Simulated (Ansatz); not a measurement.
Results of HSE06 in Ansatz (PAW) for CsCl-type NiAl.

Settings: plane-wave cutoff 460 eV, 10×10×10 k mesh, Fermi–Dirac smearing 0.05 eV, no spin polarisation, scalar-relativistic PAW data made under PBE.

Cell (relaxed at this level):

```yaml
crystal:
  lattice:
    - [2.86401, 0.00000, 0.00000]
    - [0.00000, 2.86401, 0.00000]
    - [0.00000, 0.00000, 2.86401]
  atoms:
    - { symbol: Al, position: [0.50000, 0.50000, 0.50000] }
    - { symbol: Ni, position: [0.00000, 0.00000, 0.00000] }
```

### Question
What does this level give for the bulk modulus and pressure derivative B′ of the bulk modulus?

### Answer

- bulk modulus = 172 GPa
- pressure derivative B′ of the bulk modulus = 4.3

Measured, for comparison: bulk modulus 156 GPa (room temperature, no zero-point or thermal correction; as tabulated in Yamada et al. (2019), arXiv:1910.09660). Computed (rounded) less measured: bulk modulus +10 %.

Note: the run has no spin polarisation, so it can have missed a magnetic state.

Ansatz is a quantum-chemistry and plane-wave program.
